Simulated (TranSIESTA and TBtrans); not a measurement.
Device: Au chain with one Si atom in place of Au. Leads: straight Au chain, spacing 2.55 Å. Geometry: 3 atoms about the centre moved by SIESTA (PBE, DZP) to a largest force of 0.02 eV/Å, all others as built, motion along the axis alone. Transport runs along z; the first 6 and the last 6 of the 19 atoms are the lead cells, repeated to infinity.

```xyz
19
Lattice="9.000 0.000 0.000 0.000 9.000 0.000 0.000 0.000 48.150" Properties=species:S:1:pos:R:3 pbc="F F T"
Au     4.500     4.500     0.000
Au     4.500     4.500     2.550
Au     4.500     4.500     5.100
Au     4.500     4.500     7.650
Au     4.500     4.500    10.200
Au     4.500     4.500    12.750
Au     4.500     4.500    15.300
Au     4.500     4.500    17.850
Au     4.500     4.500    20.506
Si     4.500     4.500    22.800
Au     4.500     4.500    25.094
Au     4.500     4.500    27.750
Au     4.500     4.500    30.300
Au     4.500     4.500    32.850
Au     4.500     4.500    35.400
Au     4.500     4.500    37.950
Au     4.500     4.500    40.500
Au     4.500     4.500    43.050
Au     4.500     4.500    45.600
```

Run with TranSIESTA and TBtrans (open boundaries, self-consistent; PseudoDojo norm-conserving potentials, scalar-relativistic): PAO.BasisSize DZP, PAO.EnergyShift 0.15 eV, XC.Authors PBE, Mesh.Cutoff 200 Ry, ElectronicTemperature 300 K, TS.Voltage 0.0 eV, TBT.Elecs.Eta 0.001 eV, no spin polarisation.

Energies count from the leads' Fermi level. Transmissions are for one spin of a degenerate pair. The energy step is 0.01 eV; narrower resonances are cut or missed.

```
E (eV)      T
------  -----
-0.20   0.915
-0.15   0.905
-0.10   0.895
-0.05   0.881
0.00    0.858
0.05    0.855
0.10    0.851
0.15    0.846
0.20    0.841
```

Q: Give the zero-bias conductance in μS and the resistance at 300 K.

A: At the Fermi level T = 0.858. Averaged with −∂f/∂E over the full grid (kT = 25.9 meV) it is 0.865. With G0 = 2e²/h = 77.48 μS, G = 67.0 μS and R = 1/G = 14.9 kΩ.

Q: The eigenchannels at the Fermi level transmit 0.858. What Fano factor of the shot noise follows at low temperature and bias?

A: F = Σ τ(1 − τ)/Σ τ = 0.122/0.858 = 0.14.

The leads' channel count changes near -0.01 eV, within the thermal window, so values at the Fermi level hang on where that band edge falls. The straight chain is held at its spacing; free chains may zigzag or dimerise. No spin-polarised start was tried, so a magnetic state, if there is one, is missed. Spin-orbit coupling, left out here, matters for the heavy atoms.
